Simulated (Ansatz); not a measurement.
**SnO: tensor shear ε_xz = +1.00 %**

Consider SnO (space group P4/nmm, No. 129; a = 3.769 Å, c = 4.557 Å; layered, stacked along the Cartesian z axis; relaxed with 0.1 eV smearing). Axes: x, y, z lie along a, b, c of the conventional cell.

Now apply this change: a pure shear with ε_xz = ε_zx = 0.0100, atoms relaxed at fixed cell.

All numbers come from PBEsol-D3(BJ) (Ansatz, a first-principles code, PAW, no SOC). Settings: 15×15×13 k-points, 0.1 eV Fermi–Dirac smearing.

The volume per atom is still 16.18 Å³ and the shortest interatomic distance falls by 0.004 Å to 2.207 Å. The energy increases by 0.8 meV/atom and the pressure (mean of the normal stresses, compression positive) is still 0.0 GPa. The band gap remains zero and the largest internal atomic displacement is 0.016 Å. The stress (xx, yy, zz, yz, xz, xy; compression positive) comes out as (0.0, 0.0, 0.0, 0.0, -0.8, 0.0) GPa.

The cells carry an imposed strain or load. Whether these cells are dynamically stable was not tested. All final runs are without spin polarisation. A zero or small gap of SnO can be the functional's error rather than a property of the material.
